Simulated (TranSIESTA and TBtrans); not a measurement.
Run with TranSIESTA and TBtrans (open boundaries, self-consistent; PseudoDojo norm-conserving potentials, scalar-relativistic): Spin polarized, PAO.BasisSize DZ, PAO.EnergyShift 0.15 eV, XC.Authors PBE, Mesh.Cutoff 200 Ry, ElectronicTemperature 300 K, TS.Voltage 0.0 eV, TBT.Elecs.Eta 0.001 eV.

Device: Pb chain with one Mo atom in place of Pb. Leads: straight Pb chain, spacing 2.708 Å. Geometry: 3 atoms about the centre moved by SIESTA (PBE, DZP) to a largest force of 0.03 eV/Å, all others as built, motion along the axis alone. Transport runs along z; the first 4 and the last 4 of the 15 atoms are the lead cells, repeated to infinity.

```xyz
15
Lattice="9.000 0.000 0.000 0.000 9.000 0.000 0.000 0.000 40.112" Properties=species:S:1:pos:R:3 pbc="F F T"
Pb     4.500     4.500     0.000
Pb     4.500     4.500     2.708
Pb     4.500     4.500     5.416
Pb     4.500     4.500     8.124
Pb     4.500     4.500    10.832
Pb     4.500     4.500    13.540
Pb     4.500     4.500    16.170
Mo     4.500     4.500    18.702
Pb     4.500     4.500    21.235
Pb     4.500     4.500    23.864
Pb     4.500     4.500    26.572
Pb     4.500     4.500    29.280
Pb     4.500     4.500    31.988
Pb     4.500     4.500    34.696
Pb     4.500     4.500    37.404
```
Starting moments (μB): atom 8 +1.

Task: Give the largest eigenchannel transmissions at the Fermi level (four at most) and the total.

Result: Up: 0.69, 0.69, 0.64 (total 2.03); down: 0.69, 0.69, 0.52 (total 1.89). Moments were seeded on the central atoms alone, and one start was tried. The straight chain is held at its spacing; free chains may zigzag or dimerise. Spin-orbit coupling, left out here, matters for the heavy atoms.
